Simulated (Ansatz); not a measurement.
We consider antifluorite Be2C, described by B3LYP (VWN-RPA form) (Ansatz, a program for electronic structure, plane waves, PAW).

Settings: plane-wave cutoff 460 eV, 10×10×10 k mesh, Fermi–Dirac smearing 0.01 eV, scalar-relativistic PAW data made under PBE.

Pressure at four volumes; x = ln(V/6.707 Å³). One pressure is withheld.

| V (Å³/atom) | x | P (GPa) |
|---|---|---|
| 6.374 | -0.0509 | ? |
| 6.542 | -0.0249 | 5.50 |
| 6.707 | 0.0000 | 0.08 |
| 7.045 | 0.0492 | -9.31 |

Problem. Pass a parabola P(x) through the three rows shown, estimate the bulk modulus and its pressure derivative near zero pressure, and predict the withheld pressure.

Solution. Slopes between the rows: (0.08 − (5.50))/(0.0000 − (-0.0249)) = -217.67 and (-9.31 − (0.08))/(0.0492 − (0.0000)) = -190.85 GPa. Their difference over the span 0.0741 is c = 26.82/0.0741 = 361.9 GPa, so P(x) = 5.50 + (-217.67)(x − (-0.0249)) + 361.9 (x − (-0.0249))(x − (0.0000)). At the middle row B = −dP/dx = −[-217.67 + 361.9 × 0.0249] = 208.7 GPa, and B′ = dB/dP = 2c/B = 3.5. At x = -0.0509 the parabola gives 11.64 GPa; the run gives 11.65 GPa. The Birch–Murnaghan fit to the energies at all volumes has B0 = 208 GPa and B′ = 3.4.
